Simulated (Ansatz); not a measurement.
Take LaBr3 in the ReO3 type structure (space group Pm-3m, No. 221; a = 5.803 Å; a hypothetical phase, not in the database extracts checked) as the base. Axes: x, y, z lie along the cube axes.

Calculations: Kohn–Sham DFT with the PBEsol functional, run in Ansatz (a quantum-chemistry and plane-wave program) with PAW and 420 eV plane waves, no spin-orbit coupling.

A first run, uniaxial strain ε_xx = −0.83 %, gives secant values C11 ≈ 78 GPa and C12 ≈ 4.2 GPa from its stress. A second run applies biaxial strain −1.71 %, plane normal [001], relaxed out of plane.

Problem. What does linear elasticity predict for −ε⊥/ε∥ in the second run, and what does the run give?

Solution. Linear elasticity: 2 C12/C11 = 0.11. The run gives 0.11; any difference comes from nonlinear terms at these strains and numerical noise.

Whether these cells are dynamically stable was not tested.
